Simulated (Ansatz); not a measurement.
Base system: Hf in the hcp (Mg type) structure (space group P6_3/mmc, No. 194; relaxed with 0.1 eV smearing).

```
CELL_PARAMETERS angstrom
      3.20400     0.00000     0.00000
     -1.60200     2.77474     0.00000
      0.00000     0.00000     5.07257
ATOMIC_POSITIONS crystal
  Hf 0.33333 0.66667 0.75000
  Hf 0.66667 0.33333 0.25000
```

Cartesian axes are those of the cell as printed.

Method: PBE in Ansatz (plane waves to 420 eV, PAW, no spin-orbit coupling).

For the base:

- Volume per atom = 22.55 Å³
- Pressure = 0.0 GPa

Modification: biaxial strain −0.48 %, plane normal [001], relaxed out of plane (Cartesian); in-plane vectors clamped, the third vector and the atoms free.

How does this affect the volume per atom and pressure?

The volume per atom shrinks by 0.14 Å³ to 22.41 Å³; the pressure (mean of the normal stresses, compression positive) goes from zero to 0.7 GPa.

No phonon test of stability was made. The final runs are not spin-polarised.

Ansatz is a first-principles code.
